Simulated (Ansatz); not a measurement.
## GaAs: response to strain

Start from GaAs in the zinc blende structure (space group F-43m, No. 216).

```xyz
2
Lattice="0.0000 2.8014 2.8014 2.8014 0.0000 2.8014 2.8014 2.8014 0.0000" Properties=species:S:1:pos:R:3 pbc="T T T"
Ga     0.0000     0.0000     0.0000
As     1.4007     1.4007     1.4007
```

Cartesian axes are those of the cell as printed.

Strains are applied to the cell and any free atomic positions relax; under biaxial strain the out-of-plane vector relaxes too.

Method: plane-wave PAW DFT at the LDA level (Ansatz, an electronic-structure program, 420 eV), no spin-orbit coupling.

Candidates:
(a) biaxial strain −2.50 %, plane normal [001], relaxed out of plane
(b) biaxial strain +2.00 %, plane normal [001], relaxed out of plane
(c) biaxial strain −2.00 %, plane normal [001], relaxed out of plane
(d) biaxial strain +3.00 %, plane normal [001], relaxed out of plane
(e) biaxial strain +1.50 %, plane normal [001], relaxed out of plane

Notes on the quantities. energy relative to the base: free energy F.

Problem. Order them by energy relative to the base, lowest first.

Solution. (e) biaxial strain +1.50 %, plane normal [001], relaxed out of plane (+3.6 meV/atom), (b) biaxial strain +2.00 %, plane normal [001], relaxed out of plane (+6.3 meV/atom), (c) biaxial strain −2.00 %, plane normal [001], relaxed out of plane (+7.0 meV/atom), (a) biaxial strain −2.50 %, plane normal [001], relaxed out of plane (+11 meV/atom), (d) biaxial strain +3.00 %, plane normal [001], relaxed out of plane (+14 meV/atom)

No phonon test of stability was made. The final runs are not spin-polarised.
